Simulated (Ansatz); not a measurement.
Base system: TiAl (space group P4/mmm, No. 123; a = 2.796 Å, c = 4.038 Å; relaxed with 0.1 eV smearing). Axes: x, y, z lie along a, b, c of the conventional cell.

The values are results of PBEsol (Ansatz, a first-principles code), spin-orbit coupling left out, not measurements.

One thing is altered: a pure shear with ε_xz = ε_zx = 0.0114; the atoms relax in the strained cell.

### Question
How does this affect the stress and energy relative to the base?

### Answer
The stress (xx, yy, zz, yz, xz, xy; compression positive) comes out as (0.1, 0.1, 0.1, 0.0, -2.7, 0.0) GPa; the energy grows by 3.1 meV/atom.

Whether these cells are dynamically stable was not tested. All final runs are without spin polarisation.
